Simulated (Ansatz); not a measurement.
We consider hexagonal WC, described by revPBE in Ansatz (PAW).

Numerical settings: plane-wave cutoff 520 eV, 24×24×20 k mesh (along the axes of the cell as run), Fermi–Dirac smearing 0.05 eV, no spin polarisation, scalar-relativistic PAW data made under PBE.

The volume scan:

| V (Å³/atom) | E − E_lowest (meV/atom) | P (GPa) |
|---|---|---|
| 10.187 | 21.26 | 16.64 |
| 10.399 | 5.12 | 7.88 |
| 10.612 | 0.00 | 0.00 |
| 10.824 | 4.78 | -7.09 |
| 11.036 | 18.48 | -13.47 |

**Question.** Estimate the bulk modulus and its pressure derivative from these points.

**Answer.** V0 = 10.611 Å³/atom, B0 = 374 GPa, B′ = 4.3 (fit to the energies at full precision).

Shape and atoms are relaxed at each volume.

Measured, for comparison: bulk modulus 384 ± 0.8 GPa (room temperature, no zero-point or thermal correction, adiabatic, ultrasonic, our sources range from 377 to 412; as tabulated in Compression behavior of WC and WC-6%Co up to 50 GPa (OSTI 1006718)). Computed (rounded) less measured: bulk modulus -3 % (-0.8 % to -9 % over the range).

Note: the bulk modulus comes from volumes at which shape and atoms were relaxed.

Spin–orbit coupling is not included.

The computed numbers hold no vibrational or temperature effects.

The result took very roughly 8 core-minutes.

Ansatz is a first-principles code.
